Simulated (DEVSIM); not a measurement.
**InP p-i-n diode**

Structure: InP p-i-n diode, at 300 K.

```csv
layer (left to right),material,thickness (μm),Nd (cm⁻³),Na (cm⁻³),τn (s),τp (s)
1,InP,0.140,-,3.3e16,4e-10,4e-10
2,InP,4.50,7.7e12,-,4e-10,4e-10
3,InP,1.60,2.3e17,-,4e-10,4e-10
```

Left contact: ohmic. Right contact: ohmic. Voltage is applied to the left contact. Recombination: SRH at mid-gap, radiative. Mobility is μmin + (μ − μmin)/(1 + (N/Nref)^α).

Constants are typed, rounded textbook-type inputs, not results; the design itself was drawn at random and stands for no fabricated device. Values at 300 K.

```csv
parameter,InP
gap (eV),1.344
affinity (eV),4.38
permittivity,12.5
Nc (cm⁻³),5.7e17
Nv (cm⁻³),1.1e19
μn (cm²/Vs),5200
μp (cm²/Vs),170
"μn,min",400
"μp,min",10
"Nref,n",3e17
"Nref,p",4.9e17
αn,0.47
αp,0.62
B (cm³/s),1.2e-10
```

Simulated with DEVSIM: 1D drift-diffusion, Boltzmann statistics, complete ionisation; no tunnelling, impact ionisation, image-force lowering or self-heating.

```yaml
potential_step_across_the_device_at_zero_bias: 1.170 V
Dark forward voltage at 1 A/cm²: 0.793 V
Dark forward voltage at 100 A/cm²: 1.188 V
```

Dark forward current:

(V (V), J (A/cm²)): (0.05, 1.7e-7); (0.20, 5.2e-6); (0.30, 4.1e-5); (0.45, 0.00093); (0.60, 0.022); (0.70, 0.17); (0.85, 2.7); (1.00, 20); (1.15, 76); (1.25, 150); (1.40, 370); (1.55, 800); (1.65, 1300); (1.80, 2300)

Dark reverse current:

```csv
V (V),J (A/cm²)
-0.40,-3.3e-7
-1.00,-5.4e-7
-2.00,-7.2e-7
-3.00,-8.1e-7
-4.00,-8.7e-7
-6.00,-9.5e-7
-8.00,-9.9e-7
-10.00,-1.0e-6
-13.00,-1.1e-6
-16.00,-1.1e-6
-20.00,-1.1e-6
```
